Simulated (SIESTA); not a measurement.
```
MgV4O10
1.0
    5.06757     0.00000     0.00000
   -0.95163     5.28344     0.00000
   -2.38662    -2.09674     7.18874
Mg V O
1 4 10
Direct
  0.50000   0.00000   0.50000
  0.66095   0.59409   0.70544
  0.33905   0.40591   0.29456
  0.83462   0.77547   0.18396
  0.16538   0.22453   0.81604
  0.64165   0.35127   0.45274
  0.35835   0.64873   0.54726
  0.88778   0.94064   0.68518
  0.11222   0.05936   0.31482
  0.30742   0.22941   0.04824
  0.69258   0.77059   0.95176
  0.55703   0.74754   0.28038
  0.44297   0.25246   0.71962
  0.02103   0.48741   0.80125
  0.97897   0.51259   0.19875
```
Moments meant for the start (each program seeds them in its own way; μB, in the order of the atoms Mg V V V V O O O O O O O O O O): 0.0 2.0 2.0 0.0 0.0 0.0 0.0 0.0 0.0 0.0 0.0 0.0 0.0 0.0 0.0.

Method of the run: GGA PBEsol+U, numerical atomic orbitals DZP, PseudoDojo PBEsol standard norm-conserving potentials (rewritten from UPF to PSML) (SIESTA).

The set-up and first iterations of a SIESTA log for MgV₄O₁₀ (P-1, 15 atoms in the cell):

```
reinit: Reading from file input.fdf

reinit: System Name: MgV4O10
reinit: System Label: MgV4O10

NOTE on units for spin output:
{S} is the spin magnetic moment, in units of the Bohr magneton,
assuming a g-factor for the electron spin of exactly 2.
The spin magnetic moment is then numerically equal to the charge inbalance,
in units of electrons, between the spin-up and -down channels.

coor:   Atomic-coordinates input format  =     Fractional

siesta: Atomic coordinates (Bohr) and species
siesta:      2.53313  -1.98113   6.79238  1        1
siesta:      2.07953   3.13641   9.58323  2        2
siesta:      1.18841   2.88558   4.00153  2        3
siesta:      5.76837   7.01359   2.49905  2        4
siesta:     -2.50043  -0.99160  11.08571  2        5
siesta:      3.47107   1.71329   6.15036  3        6
siesta:     -0.20312   4.30870   7.43440  3        7
siesta:      3.71989   6.67673   9.30801  3        8
   [... lines left out ...]

superc: Internal auxiliary supercell:     5 x     5 x     3  =      75
superc: Number of atoms, orbitals, and projectors:   1125  16125  15750

                        Single-point calculation

superc: Internal auxiliary supercell:     5 x     5 x     3  =      75
superc: Number of atoms, orbitals, and projectors:   1125  16125  15750

outcell: Unit cell vectors (Ang):
        5.067570    0.000000    0.000000
       -0.951631    5.283442    0.000000
       -2.386619   -2.096742    7.188745

outcell: Cell vector modules (Ang)   :    5.067570    5.368460    7.859410
outcell: Cell angles (23,13,12) (deg):    102.0478    107.6778    100.2104
outcell: Cell volume (Ang**3)        :    192.4730
new_DM -- step:     1
Initializing Density Matrix...

Attempting to read DM from file... Failed...
initDM: WARNING: atom 1 has a closed-shell and cannot be polarized
DM filled with atomic data (user-defined):

InitMesh: MESH = 50 x 54 x 80 = 216000
InitMesh: Mesh cutoff (required, used) =   300.000   313.267 Ry
hubbard_term: recalculating local occupations    1
hubbard_term: maximum change in local occup.    0.486186
hubbard_term: recalculating Hamiltonian

stepf: Methfessel-Paxton step function
       Using Hermite-Gauss polynomials of order  0
hubbard_term: recalculating local occupations    1
hubbard_term: maximum change in local occup.    0.312752
hubbard_term: recalculating Hamiltonian
        iscf     Eharris(eV)        E_KS(eV)     FreeEng(eV)     dDmax    Ef(eV) dHmax(eV)
   scf:    1   -13915.687883   -14053.321425   -14053.321983  0.900077 -2.635261 24.140482
     spin moment: {S} , |S| = {        0.0        0.0    2.00000 }     2.00000
   scf:    2   -14124.063731   -14092.274749   -14092.275045  0.074308 -3.760878 14.844411
     spin moment: {S} , |S| = {        0.0        0.0    2.00000 }     2.00000
   scf:    3   -14072.586951   -14112.343098   -14112.343265  0.184907 -5.848210 10.134399
     spin moment: {S} , |S| = {        0.0        0.0    2.00000 }     2.00000
   scf:    4   -14070.714866   -14109.222166   -14109.222173  0.150739 -4.855160 11.344583
     spin moment: {S} , |S| = {        0.0        0.0    2.00000 }     2.00000
   scf:    5   -14125.756398   -14121.612931   -14121.612931  0.058957 -5.698320  2.633823
     spin moment: {S} , |S| = {        0.0        0.0    2.00000 }     2.00000
   scf:    6   -14119.946401   -14120.907402   -14120.907402  0.018187 -5.506513  3.020705
     spin moment: {S} , |S| = {        0.0        0.0    2.00000 }     2.00000
   scf:    7   -14122.263924   -14122.110179   -14122.110179  0.022379 -5.899624  0.821056
     spin moment: {S} , |S| = {        0.0        0.0    2.00000 }     2.00000
hubbard_term: recalculating local occupations    2
hubbard_term: maximum change in local occup.    0.176573
hubbard_term: recalculating Hamiltonian
   [... lines left out ...]
```

Question: How does the run end?

Answer: The run converged in 36 iterations. Its thresholds were met; that alone does not show that basis and mesh suffice. Warnings to mind: initDM: WARNING: atom 1 has a closed-shell and cannot be polarized. It ends on: free energy E − TS -14121.4388 eV; top of the valence band (on the code's own zero) -6.27 eV; gap on the k-point mesh 0.77 eV; pressure -8.65 GPa; largest force (vector length) 0.700 eV/Å; size of the cell's spin moment 2.00 μB; Hubbard energy 7.578 eV. The log goes on:

```
hubbard_term: maximum change in local occup.    0.000248
   scf:   25   -14121.438797   -14121.438796   -14121.438796  0.000054 -5.659242  0.001463
   [... lines left out ...]
     spin moment: {S} , |S| = {        0.0        0.0    2.00000 }     2.00000
hubbard_term: recalculating local occupations   29
hubbard_term: maximum change in local occup.    0.000654
   scf:   35   -14121.438782   -14121.438782   -14121.438782  0.000010 -5.659356  0.000611
     spin moment: {S} , |S| = {        0.0        0.0    2.00000 }     2.00000
hubbard_term: recalculating local occupations   30
hubbard_term: maximum change in local occup.    0.000666
   scf:   36   -14121.438780   -14121.438780   -14121.438780  0.000008 -5.659366  0.000549
     spin moment: {S} , |S| = {        0.0        0.0    2.00000 }     2.00000
SCF Convergence by DM+H criterion
max |DM_out - DM_in|         :     0.0000077916
max |H_out - H_in|      (eV) :     0.0005492247
DFT+U population converged by dTol_pop criteria:
max |pop(DFT+U)_i - pop(DFT+U)_j|:     0.0006661072
SCF cycle converged after 36 iterations

Using DM_out to compute the final energy and forces
hubbard_term: recalculating local occupations   31
hubbard_term: maximum change in local occup.    0.000666
hubbard_term: recalculating Hamiltonian and forces

siesta: E_KS(eV) =           -14121.4388

siesta: E_KS - E_eggbox =    -14121.4388

siesta: Atomic forces (eV/Ang):
     1   -0.000000    0.000000   -0.000000
     2   -0.467089    0.065384   -0.090224
     3    0.467089   -0.065384    0.090224
     4    0.328648   -0.288511   -0.135891
     5   -0.328648    0.288511    0.135891
     6   -0.590489    0.330807   -0.179697
     7    0.590489   -0.330807    0.179697
     8    0.135945    0.199356    0.266127
   [... lines left out ...]
siesta: FreeEng =    -14121.438764
siesta: Cell volume =        192.472984 Ang**3
siesta:         -86.49373109        -87.31413290  kBar
   [... lines left out ...]
     6    -0.526485    6.526485   -0.116359  O
     7    -0.526485    6.526485   -0.116359  O
     8    -0.513684    6.513684   -0.017299  O
     9    -0.513684    6.513684   -0.017299  O
    10    -0.403924    6.403924   -0.044133  O
    11    -0.403924    6.403924   -0.044133  O
    12    -0.569925    6.569925   -0.018330  O
    13    -0.569925    6.569925   -0.018330  O
    14    -0.388867    6.388867   -0.038634  O
    15    -0.388867    6.388867   -0.038634  O
 Total    -0.000000                2.000000
```

For comparison: a first run (DFT, GGA PBEsol, numerical atomic orbitals DZP, PseudoDojo PBEsol standard norm-conserving potentials (rewritten from UPF to PSML)) was changed to give this one (DFTU.ProjectorGenerationMethod: default → 2; DFTU.CutoffNorm: default → 0.9; DFTU.FirstIteration: default → true; DFTU.proj: default → [V 1, n=3 2, 2.00 0.00, 0.00 0.00]), and from it to this one the pressure goes from -10.55 to -8.65 GPa, the largest force goes from 0.956 to 0.700 eV/Å, a clean gap of 0.77 eV is found on the mesh, where there was none and the size of the net moment stays at 0.13 μB/atom.

The starting cell comes from a database of computed structures (which also holds hypothetical and non-ambient phases and stackings), without a prior relaxation at this level. The magnetic order is the one reached from the typed start; others were not searched systematically. With U or open f shells several self-consistent states can exist. Values carry the incompleteness of an atom-centred basis. With a pressure of about -9 GPa the cell is away from its equilibrium volume at this level.

The run was DFT, GGA PBEsol+U, numerical atomic orbitals DZP, PseudoDojo PBEsol standard norm-conserving potentials (rewritten from UPF to PSML). Main settings of its input:

```
setting                                              value
------------------------------  --------------------------
XC.functional                                          GGA
XC.authors                                          PBEsol
potentials                      PseudoDojo PBEsol standard
PAO.BasisSize                                          DZP
PAO.EnergyShift                                    0.01 Ry
MeshCutoff                                          300 Ry
kgrid.MonkhorstPack                                  5 4 3
OccupationFunction                                      MP
OccupationMPOrder                                        0
ElectronicTemperature                               10 meV
Spin                                             polarized
DFTU.ProjectorGenerationMethod                           2
```
